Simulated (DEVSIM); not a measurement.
# CdS/CdTe n-p heterojunction

System: CdS/CdTe n-p heterojunction, at 300 K.

```
layer (left to right)  material  thickness (μm)  Nd (cm⁻³)  Na (cm⁻³)  τn (s)  τp (s)
---------------------  --------  --------------  ---------  ---------  ------  ------
1                           CdS          0.0830     4.7e17          -   8e-10   8e-10
2                          CdTe           0.790          -     2.9e17   8e-10   8e-10
```

Left contact: ohmic. Right contact: ohmic. Voltage is applied to the left contact. Recombination: SRH at mid-gap, Auger. Mobility is μmin + (μ − μmin)/(1 + (N/Nref)^α).

The device is made up for the run: typed textbook-type constants, with dimensions and the other settings drawn at random. Values at 300 K.

```csv
parameter,CdS,CdTe
gap (eV),2.4,1.5
affinity (eV),4.3,4.28
permittivity,9,10.2
Nc (cm⁻³),2.2e18,8e17
Nv (cm⁻³),1.8e19,1.8e19
μn (cm²/Vs),300,1000
μp (cm²/Vs),25,80
"μn,min",30,100
"μp,min",3,10
"Nref,n",1e17,1e17
"Nref,p",1e17,1e17
αn,0.6,0.6
αp,0.6,0.6
Cn (cm⁶/s),1e-30,1e-30
Cp (cm⁶/s),1e-30,1e-30
```

DEVSIM, 1D drift-diffusion, Boltzmann statistics, complete ionisation; no tunnelling, impact ionisation, image-force lowering or self-heating. Band offsets follow the typed affinities; no thermionic-emission limit at abrupt steps, no polarisation charge.

```json
{
  "potential_step_across_the_device_at_zero_bias": "1.333 V",
  "largest_field_in_the_device_at_zero_bias": "310000 V/cm",
  "Dark forward voltage at 1 A/cm²": "1.131 V",
  "Dark forward voltage at 100 A/cm²": "1.255 V"
}
```

Dark forward current:

(V (V), J (A/cm²)): (-0.05, -5.5e-11); (-0.10, -1.9e-10); (-0.20, -1.5e-9); (-0.25, -4.0e-9); (-0.30, -1.1e-8); (-0.40, -7.8e-8); (-0.45, -2.1e-7); (-0.55, -1.5e-6); (-0.60, -4.0e-6); (-0.65, -1.1e-5); (-0.75, -7.6e-5); (-0.80, -0.00020); (-0.85, -0.00055); (-0.95, -0.0046); (-1.00, -0.016); (-1.10, -0.33); (-1.15, -2.0); (-1.20, -13); (-1.30, -490); (-1.35, -2100)
